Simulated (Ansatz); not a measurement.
**How the bulk modulus of RuN₂ (Pnnm, No. 58, 6 atoms in the cell; start mp-607371) moves with the method**

No measured value is used here.

```csv
level (code),value (GPa),cell (Å³/atom)
LDA (Ansatz),348,8.62
PBEsol (Ansatz),325,8.79
r²SCAN (Ansatz),303,8.98
```

The crystal itself was run without spin with LDA, PBEsol, r²SCAN; a magnetic state was not tried in these runs. LDA, PBEsol, r²SCAN: the run has no spin polarisation, so it can have missed a magnetic state. LDA, PBEsol, r²SCAN: the bulk modulus is −V dP/dV from two relaxed cells at ±2 % in volume. LDA, PBEsol, r²SCAN: the relaxation could not lower the start's symmetry, so the cell can be a saddle point above a distorted one. Each level is taken at its own relaxed cell. Cutoffs differ between the levels. Ansatz's density-functional and Hartree–Fock values are scalar-relativistic unless marked +SOC, with PAW data made under PBE.

A start named mp-… is a Materials Project structure, which need not be a measured phase.

Ansatz is a program for electronic structure.
